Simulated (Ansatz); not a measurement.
**Pressure series in CaSe**

Start from CaSe in the zinc blende structure (space group F-43m, No. 216; a = 6.5587 Å; a model cell, its experimental status unchecked).

Cell and atoms are relaxed at each pressure.

Method: r2SCAN (Ansatz, a first-principles code), no SOC.

```json
[
 {"pressure (GPa)": "-2", "volume per atom (Å³/atom)": "37.626"},
 {"pressure (GPa)": "-1", "volume per atom (Å³/atom)": "36.358"},
 {"pressure (GPa)": "0", "volume per atom (Å³/atom)": "35.266"},
 {"pressure (GPa)": "3", "volume per atom (Å³/atom)": "32.773"},
 {"pressure (GPa)": "7", "volume per atom (Å³/atom)": "30.409"},
 {"pressure (GPa)": "15", "volume per atom (Å³/atom)": "?"},
 {"pressure (GPa)": "30", "volume per atom (Å³/atom)": "23.752"},
 {"pressure (GPa)": "50", "volume per atom (Å³/atom)": "20.941"},
 {"pressure (GPa)": "75", "volume per atom (Å³/atom)": "18.678"}
]
```

Task: Fit the third-order Birch–Murnaghan form P(V) = (3B₀/2)[(V₀/V)^(7/3) − (V₀/V)^(5/3)]·[1 + (3/4)(B₀′ − 4)((V₀/V)^(2/3) − 1)] (squares taken in P) to the rows shown and predict the withheld row.

Result: Least squares on the printed values gives V₀ = 35.267 Å³/atom, B₀ = 36.3 GPa, B₀′ = 3.8; this predicts 27.302 Å³/atom, and the run gives 27.270 Å³/atom, 0.032 lower.

Load acts through the strain it causes; cell and atoms are relaxed under it. Stability against distortions was not tested. Competing high-pressure phases were not computed. This is not the structure that CaSe has at room temperature and ambient pressure.
